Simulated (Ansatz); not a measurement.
## GaS: response to strain

The reference is GaS in the beta-GaS type structure (space group P6_3/mmc, No. 194; a = 3.5344 Å, c = 15.0412 Å; layered, stacked along the Cartesian z axis). Axes: x lies along a and z along c of the hexagonal cell.

Strains are applied to the cell and any free atomic positions relax; under biaxial strain the out-of-plane vector relaxes too; under stress the whole cell relaxes.

Calculations: DFT with PBEsol-D3(BJ), PAW potentials and a 420 eV plane-wave cutoff in Ansatz (an electronic-structure program), no spin-orbit coupling, earlier PAW set.

```tsv
change	gap character	volume per atom	smallest direct gap
base	indirect, Γ → M	20.34 Å³	1.73 eV
biaxial strain −2.89 %, plane normal [001], relaxed out of plane	indirect, Γ → K	19.45 Å³	2.44 eV
biaxial strain −2.05 %, plane normal [001], relaxed out of plane	indirect, Γ → K	19.71 Å³	2.24 eV
isotropic strain −5.24 %	indirect, Γ → K	17.31 Å³	2.59 eV
isotropic strain −5.10 %	indirect, Γ → K	17.38 Å³	2.57 eV
isotropic strain −2.72 %	indirect, Γ → K	18.73 Å³	2.18 eV
isotropic strain −0.65 %	indirect, Γ → M	19.95 Å³	1.84 eV
uniaxial strain ε_zz = +5.02 %	indirect, Γ → M	21.36 Å³	2.02 eV
uniaxial stress, 5 GPa compression along x	indirect, Γ → S	19.85 Å³	2.06 eV
```

Beyond what the load breaks, stability against distortions was not tested. Labels are those of the standard path for the cell's own space group.
